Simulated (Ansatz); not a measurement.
Start from a 24-atom supercell of InSb in the zinc blende structure (space group F-43m, No. 216; a = 6.6346 Å) at its relaxed geometry.

The values are results of PBE (Ansatz, a program for electronic structure; PAW; 420 eV plane waves; no spin-orbit coupling), not measurements.

Base values:

The mean distance from the defect site to its nearest host atoms is 2.87 Å.

Perturbation: one In atom is removed, atoms relaxed at fixed cell, starting from a slightly rattled geometry.

Question: What happens to the mean distance from the defect site to its nearest host atoms?

Answer: The mean distance from the defect site to its nearest host atoms drops by 0.35 Å to 2.52 Å.

Question: What does the calculation give for the largest displacement of a host atom from its site in the perfect cell after the change?

Answer: The largest displacement of a host atom from its site in the perfect cell amounts to 0.41 Å.

The cell is small, so the values are those of an ordered compound at a high defect concentration; dilute-limit values will differ. The final runs are not spin-polarised. The defect cell is not spin-polarised.
